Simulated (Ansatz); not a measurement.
End structure of the (11-21) surface of hcp Co, ferromagnetic in its 1x1 cell, outermost plane spacing 0.60 Å in the ideal cut:

```
CELL_PARAMETERS angstrom
      4.31786     0.00000     0.00000
      2.15893     4.22086     0.00000
      0.00000     0.00000    26.00000
ATOMIC_POSITIONS crystal
  Co 0.45396 0.78478 0.32230
  Co 0.00467 0.31265 0.34238
  Co 0.90079 0.85905 0.36154
  Co 0.46354 0.40226 0.38302
  Co 0.36134 0.94415 0.40938
  Co 0.92193 0.48987 0.43133
  Co 0.81572 0.03225 0.45394
  Co 0.37924 0.57368 0.47682
  Co 0.27042 0.12060 0.49999
  Co 0.83233 0.66763 0.52321
  Co 0.72744 0.20900 0.54603
  Co 0.29129 0.75144 0.56869
  Co 0.18505 0.29707 0.59060
  Co 0.74538 0.83906 0.61700
  Co 0.63946 0.38222 0.63844
  Co 0.19691 0.92864 0.65763
  Co 0.11848 0.45640 0.67769
```

Set-up: 17 atoms, 9.5 Å thick at the start (thin: gaps and levels are the slab's own); mesh 10x9x1; 0.1 eV smearing; dipole correction on; all atoms relaxed; no symmetry held; spin-polarised, no spin-orbit, no U.

Task: Predict the surface energy (mean of both faces) from PBE (Ansatz, a program for electronic structure).

Result: 166 meV/Å²

Task: Give the work function of the top face at the level PBE.

Result: 4.30 eV
